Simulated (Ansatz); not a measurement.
SiC under load (space group I-4m2), Ansatz (an electronic-structure program) with r2SCAN with spin-orbit coupling, rigid bands. Condition of this run: uniaxial stress along [001] of 25 GPa (compression positive) (the target of the relaxation). Band gap 0.40 eV, N_c = 4.93e18 cm⁻³ and N_v = 9.43e18 cm⁻³ at 300 K, conductivity masses along x (a = (0.00, 2.25, 1.96) Å; b = (2.25, 0.00, 1.96) Å; c = (2.25, 2.25, 0.00) Å) of 0.275 mₑ (electrons) and 0.614 mₑ (holes). Take k_BT = 0.02585 eV.

### Question
Find the intrinsic carrier density and the intrinsic Fermi level.

### Answer
n_i = √(N_c N_v) exp(−E_g/2k_BT) = 6.82e18 × exp(−7.74) = 3.0e15 cm⁻³. The level lies (k_BT/2) ln(N_v/N_c) = 8 meV from mid-gap (positive towards the conduction band). Each 0.1 eV added to the gap lowers n_i by a factor of 6.9.

### Question
A film of it is 8 nm thick, with its normal along the direction named. Estimate the confinement energies in an infinite well.

### Answer
ħ²π²/(2m t²) = 0.376 eV·nm²/(m/mₑ × t²) gives 21.4 meV for electrons and 9.57 meV for holes, so the gap would widen to about 0.43 eV. Finite barriers and nonparabolic bands lower this, and with several valleys or bands the heaviest mass along the normal sets the lowest level, not this average.

### Question
What thermal injection velocity √(2k_BT/πm) limits a ballistic channel along the direction named?

### Answer
1.03e7 cm/s for electrons and 6.87e6 cm/s for holes, a ratio of √(m_h/m_e) = 1.49, for dilute carriers.

Rigid bands with the computed gap; masses take one relaxation time for all states. Geometry: cell and atoms relaxed with PBEsol.
